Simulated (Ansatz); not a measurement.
ErIr2 (Fd-3m, No. 227), treated with PBEsol (PAW; Ansatz, an electronic-structure program).

Numerical settings: plane-wave cutoff 500 eV, 14×14×14 k mesh, Fermi–Dirac smearing 0.1 eV, spin-polarised start, scalar-relativistic PAW data made under PBE.

Computed at the level's own relaxed cell.

Q: Predict the equilibrium volume per atom and equilibrium lattice constant a.

A: 
- equilibrium volume per atom: 17.36 Å³/atom
- equilibrium lattice constant a: 7.468 Å

The run finds no gap.

Note: the magnetic order was assumed, not searched for or taken from measurement; the 4f shell is treated without U or exact exchange, so its levels and filling can be wrong.

Spin–orbit coupling is not included.

The result took very roughly 19 core-minutes.
